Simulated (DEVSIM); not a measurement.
Structure: abrupt GaAs p-n junction, at 300 K.

Layer 1 from the left is GaAs, thickness (μm) 0.830, Na (cm⁻³) 9.4e17, τn (s) 4e-8, τp (s) 4e-8. Layer 2 from the left is GaAs, thickness (μm) 17.0, Nd (cm⁻³) 3.3e14, τn (s) 4e-8, τp (s) 4e-8.

Left contact: ohmic. Right contact: ohmic. Voltage is applied to the left contact. Recombination: SRH at mid-gap. Mobility is constant in doping.

The device is made up for the run: typed textbook-type constants, with dimensions and the other settings drawn at random. Values at 300 K.

GaAs: gap (eV) 1.424, affinity (eV) 4.07, permittivity 12.9, Nc (cm⁻³) 4.7e17, Nv (cm⁻³) 9e18, μn (cm²/Vs) 8500, μp (cm²/Vs) 400.

Model (solved in DEVSIM): 1D drift-diffusion, Boltzmann statistics, complete ionisation; no tunnelling, impact ionisation, image-force lowering or self-heating.

Task: What does the simulation give for the dark forward voltage at 1 A/cm², the potential step across the device at zero bias, the largest field in the device at zero bias, the dark forward voltage at 100 A/cm²?

Result: dark forward voltage at 1 A/cm² 0.992 V; potential step across the device at zero bias 1.178 V; largest field in the device at zero bias 51000 V/cm; dark forward voltage at 100 A/cm² 1.191 V.
